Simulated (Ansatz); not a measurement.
The parent structure is Mo in the bcc (W type) structure (space group Im-3m, No. 229; a = 3.1506 Å).

All numbers come from plane-wave PAW DFT at the r2SCAN level (Ansatz, a quantum-chemistry and plane-wave program, 500 eV), without spin-orbit coupling.

One change was made to it. Results:

The shortest interatomic distance drops by 0.0281 Å to 2.700 Å; the density goes up by 0.32 g/cm³ (10.19 g/cm³ → 10.51 g/cm³).

### Question
What was done to the base?
A) pressure −2 GPa
B) pressure 0.9 GPa
C) pressure 9 GPa
D) pressure 22.5 GPa
E) pressure 2.1 GPa

### Answer
C, pressure 9 GPa. For comparison, the shortest interatomic distance in the other runs: pressure 22.5 GPa gives 2.664 Å; pressure −2 GPa gives 2.735 Å; pressure 2.1 GPa gives 2.722 Å; pressure 0.9 GPa gives 2.726 Å.

Load acts through the strain it causes; cell and atoms are relaxed under it. No phonon test of stability was made. Competing high-pressure phases were not computed. All final runs are without spin polarisation.
